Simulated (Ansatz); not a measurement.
What isotropic strain −3.98 % does to BN

The reference is BN in the wurtzite structure (space group P6_3mc, No. 186; a = 2.5545 Å, c = 4.2246 Å).

Perturbation: every lattice vector is shortened by 3.98 %, atoms relaxed at fixed cell.

The values are results of PBE (Ansatz, a first-principles code; PAW; 420 eV plane waves; scalar-relativistic without spin-orbit coupling), not measurements. Γ-centred 15×15×8 mesh, Fermi–Dirac width 0.05 eV.

```csv
quantity,base,changed,shift
volume per atom,5.97 Å³,5.28 Å³,-0.685 Å³
space group,P6_3mc (No. 186),P6_3mc (No. 186),–
shortest interatomic distance,1.567 Å,1.506 Å,-0.061 Å
energy relative to the base (free energy F),0 meV/atom,+110 meV/atom,+110 meV/atom
"pressure (mean of the normal stresses, compression positive)",0.00 GPa,56.56 GPa,+56.56 GPa
band gap,5.23 eV,4.95 eV,-0.28 eV
gap character,"indirect, Γ → K","indirect, Γ → K",–
smallest direct gap,8.23 eV,8.79 eV,+0.56 eV
width of the top valence band,5.37 eV,6.02 eV,+0.658 eV
"valence-band top at Γ (three highest levels, from the VBM)","0.00, 0.00, -0.26 eV","0.00, 0.00, -0.36 eV",–
```

Final structure:

```
BN
1.0
    2.45286     0.00000     0.00000
   -1.22643     2.12424     0.00000
    0.00000     0.00000     4.05643
B N
2 2
Direct
  0.66667   0.33333   0.99949
  0.33333   0.66667   0.49949
  0.66667   0.33333   0.62571
  0.33333   0.66667   0.12571
```

Stability against distortions was not tested.
